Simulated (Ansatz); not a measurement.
**hypothetical R-3m LuCuSe2 with two functionals, Cu → Co**

Take LuCuSe₂ (space group R-3m, No. 166; a = 3.995 Å, c = 18.405 Å (hexagonal axes); a hypothetical phase, not in the database extracts checked) as the base.

(Cell as relaxed with PBE.)

Levels (all Ansatz, a first-principles code, PAW): PBE (420 eV, no spin-orbit coupling); r2SCAN (500 eV, without spin-orbit coupling).

Each level relaxes its own structure.

```
base                      PBE    r2SCAN
-------------------  --------  --------
volume per atom      21.20 Å³  20.88 Å³
lattice parameter a   3.995 Å   3.967 Å
band gap              1.04 eV   1.28 eV
```

Modification: Co takes the place of Cu on all its sites, then cell and atoms are relaxed.

```csv
quantity,PBE,r2SCAN
gap character,"indirect, T → Γ",[?]
largest site moment,1.77 μB,[?]
shift of the gap caused by the change,-0.40 eV,[?]
band gap,0.64 eV,[?]
volume per atom,19.91 Å³,[?]
```

Question: Predict the r2SCAN column.

Answer: 
- gap character, r2SCAN: indirect, k = (0.200, 0.200, 0.400) in the run's primitive reciprocal basis → F
- largest site moment, r2SCAN: 1.86 μB
- shift of the gap caused by the change, r2SCAN: -0.07 eV
- band gap, r2SCAN: 1.21 eV
- volume per atom, r2SCAN: 20.05 Å³

They disagree on the gap character; PBE's largest site moment lies 0.098 μB below r2SCAN's; PBE's shift of the gap caused by the change lies 0.33 eV below r2SCAN's; PBE's band gap lies 0.57 eV below r2SCAN's; PBE's volume per atom lies 0.135 Å³ below r2SCAN's (0.7 %). Neither level is exact; r2SCAN is the comparison here, not a measurement.

The magnetic state is the one reached from the starting moments; the real material's order can differ, and small cells can't hold many antiferromagnetic ones. No phonon test of stability was made. As relaxed here, LuCoSe2 is a hypothetical phase, not in the database extracts checked. Where the two band edges lie in opposite spin channels, the gap is a spin-flip gap. Spin-polarised in the final run: PBE LuCoSe2 and r2SCAN LuCoSe2; the other runs are not.
